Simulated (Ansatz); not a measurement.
How far to go with shifted k-point meshes: Hg (Imma, 2 atoms in the cell)

```xyz
2
Lattice="-2.9151 2.9151 1.5647 2.9151 -2.9151 1.5647 2.9151 2.9151 -1.5647" Properties=species:S:1:pos:R:3 pbc="T T T"
Hg     0.0000     2.9151     0.8323
Hg     0.0000     0.0000     0.0000
```

Computed with LDA (PW92), default PAW files made with PBE (plane waves; Ansatz, a program for electronic structure).

Base settings: basis.ecutwfc = 30.9 Ry; kpoints.mp_grid.grid = 12 12 12; hamiltonian.xc = lda; hamiltonian.pseudopotentials = {kind: paw} (the program's default PAW files); scf.occupations.method = gaussian; scf.occupations.width = 0.0073 Ry.

In this ladder: kpoints.mp_grid.shift = 0.5 0.5 0.5.

Only quantities that move along the ladder and can be compared are tabulated.

The starting cell comes from a database of computed structures (which also holds hypothetical and non-ambient phases and stackings), without a prior relaxation at this level. Its lattice was rescaled by up to half a per cent. One atom was moved a little off its site on purpose. In the base run, with a pressure of about -4 GPa the cell is away from its equilibrium volume at this level. Ansatz's pressure includes its estimate of the finite-basis (Pulay) stress.

```tsv
kpoints.mp_grid.grid	free energy less the last step's (meV/atom)	pressure (GPa)	largest difference of a force vector from the last step's (eV/Å)
2 2 2	892.75	4.54	0.025
3 3 3	-171.16	-4.27	0.014
4 4 4	-4.60	-3.78	0.017
5 5 5	2.39	-3.49	0.003
6 6 6	-2.05	-4.26	0.003
7 7 7	9.77	-3.64	0.009
8 8 8	0.45	-3.82	0.005
9 9 9	2.32	-4.05	0.004
10 10 10	3.39	-4.02	0.003
11 11 11	1.56	-4.06	0.000
13 13 13	0.86	-4.11	0.000
15 15 15	0.97	-4.21	0.000
19 19 19	0.20	-4.26	0.000
23 23 23	-0.23	-4.25	0.000
28 28 28	-0.11	-4.23	0.000
32 32 32	0.00	-4.21	0.000
```

Coarsest kpoints.mp_grid.grid that holds the pressure within 0.5 GPa of the last step, with all finer ones: 8 8 8; the step before is off by 0.57 GPa.

Coarsest kpoints.mp_grid.grid that holds the free energy within 0.5 meV/atom of the last step, with all finer ones: 19 19 19; the step before is off by 0.97 meV/atom.

Coarsest kpoints.mp_grid.grid that holds the forces within 0.005 eV/Å of the last step, with all finer ones: 9 9 9; the step before is off by 0.005 eV/Å.

Keys are those of Ansatz 0.2.
